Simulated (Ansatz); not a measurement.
# A computed series for hypothetical zinc blende PbTe: response to strain

Take PbTe in the zinc blende structure (space group F-43m, No. 216; a = 7.3355 Å; a hypothetical phase, not in the database extracts checked) as the base. Axes: x, y, z lie along the cube axes.

Strains are applied to the cell and any free atomic positions relax; under biaxial strain the out-of-plane vector relaxes too.

Levels (all Ansatz, a first-principles code, PAW): PBE (420 eV, no spin-orbit coupling); r2SCAN (500 eV, no spin-orbit coupling).

The base cell above is that of PBE; each level relaxes its own structures.

```json
[
 {"case": "biaxial strain +2.94 %, plane normal [001], relaxed out of plane", "band gap, PBE": "0.38 eV", "band gap, r2SCAN": "0.43 eV"},
 {"case": "isotropic strain −3.61 %", "band gap, PBE": "0.36 eV", "band gap, r2SCAN": "0.45 eV"},
 {"case": "isotropic strain −1.26 %", "band gap, PBE": "0.55 eV", "band gap, r2SCAN": "0.65 eV"},
 {"case": "uniaxial strain ε_xx = −1.35 %", "band gap, PBE": "0.56 eV", "band gap, r2SCAN": "(withheld)"},
 {"case": "uniaxial strain ε_xx = +0.28 %", "band gap, PBE": "0.63 eV", "band gap, r2SCAN": "(withheld)"},
 {"case": "uniaxial strain ε_xx = +5.22 %", "band gap, PBE": "0.65 eV", "band gap, r2SCAN": "(withheld)"},
 {"case": "strain tensor (xx, yy, zz, yz, xz, xy) = (−0.64, −2.24, +1.18, −0.28, −0.94, +0.16) %", "band gap, PBE": "0.52 eV", "band gap, r2SCAN": "0.62 eV"}
]
```

Task: Complete the table.

Result: 
- uniaxial strain ε_xx = −1.35 %, band gap, r2SCAN: 0.66 eV
- uniaxial strain ε_xx = +0.28 %, band gap, r2SCAN: 0.75 eV
- uniaxial strain ε_xx = +5.22 %, band gap, r2SCAN: 0.77 eV

PBE lies below r2SCAN in every row, by 0.05 eV to 0.12 eV. Near ties aside, they put the cases in the same order.

With Pb and Te present, leaving out spin-orbit coupling can change the band edges. Whether these cells are dynamically stable was not tested.
